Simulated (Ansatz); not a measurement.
## A computed series for BP: pressure series

Base system: BP in the zinc blende structure (space group F-43m, No. 216).

```
BP
1.0
    0.00000     2.26820     2.26820
    2.26820     0.00000     2.26820
    2.26820     2.26820     0.00000
P B
1 1
Direct
  0.75000   0.75000   0.75000
  0.00000   0.00000   0.00000
```

Cell and atoms are relaxed at each pressure.

Computed with plane-wave PAW DFT at the r2SCAN level (Ansatz, a program for electronic structure, 500 eV), scalar-relativistic without spin-orbit coupling, earlier PAW set.

| change | band gap | electron mass | volume per atom |
|---|---|---|---|
| base | 1.41 eV | 1.3 mₑ along k, 0.22 mₑ across (off the special points) | 11.67 Å³ |
| pressure −2 GPa | 1.43 eV | 1.3 mₑ along k, 0.22 mₑ across (off the special points) | 11.81 Å³ |
| pressure −1 GPa | 1.42 eV | 1.3 mₑ along k, 0.22 mₑ across (off the special points) | 11.74 Å³ |
| pressure 3 GPa | 1.38 eV | 1.3 mₑ along k, 0.22 mₑ across (off the special points) | 11.47 Å³ |
| pressure 7 GPa | 1.35 eV | 1.4 mₑ along k, 0.22 mₑ across (off the special points) | 11.23 Å³ |
| pressure 15 GPa | 1.29 eV | 1.5 mₑ along k, 0.22 mₑ across (off the special points) | 10.81 Å³ |
| pressure 30 GPa | 1.19 eV | 2.5 mₑ along k, 0.22 mₑ across (off the special points) | 10.17 Å³ |
| pressure 50 GPa | 1.06 eV | – | 9.52 Å³ |
| pressure 75 GPa | 0.91 eV | – | 8.91 Å³ |
| pressure 100 GPa | 0.78 eV | 2.4 mₑ along k, 0.22 mₑ across (off the special points) | 8.42 Å³ |

Load acts through the strain it causes; cell and atoms are relaxed under it. Masses are band curvatures over ±0.01 Å⁻¹ around the edge. Along k means along the line from Γ to the band edge. No phonon test of stability was made. Competing high-pressure phases were not computed.
